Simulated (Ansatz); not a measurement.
Formation energy of the localised charge states of V_Ga+O_N+O_N in wurtzite GaN (start: the Ga site; N 1.97 Å away; N 1.97 Å away; 96-site cell, 2×2×2 shifted sampling) against the Fermi level, Ga-rich (Δμ(Ga) = 0.00 eV, Δμ(N) = -0.88 eV, Δμ(O) = -3.04 eV, bounded by beta Ga2O3; only phases computed here count, gases as isolated molecules at 0 K). All values below come from PBE, PAW (plane waves to 420 eV; Ansatz, an electronic-structure program).

Charges with a result: +1, 0, −1. Others weren't obtained, and one of them could lie lower, also by skipping a charge.

Cell and caveats: 96-site cell; 2×2×2 shifted k-points; host gap 1.71 eV; charged states image-corrected; energies good to tenths of an eV; flagged in the runs: a host whose relaxation on this sampling wasn't shown to rest.

Left out: charge +1 (level within 0.1 eV of a band edge or past it).

| E_F − E_VBM (eV) | q = 0 | q = −1 |
|---|---|---|
| 0.00 | 2.92 | 3.77 |
| 0.21 | 2.92 | 3.56 |
| 0.43 | 2.92 | 3.34 |
| 0.64 | 2.92 | 3.13 |
| 0.86 | 2.92 | 2.91 |
| 1.07 | 2.92 | 2.70 |
| 1.28 | 2.92 | 2.49 |
| 1.50 | 2.92 | 2.27 |
| 1.71 | 2.92 | 2.06 |

Crossings of the lowest lines: (0/−1) at 0.85 eV.
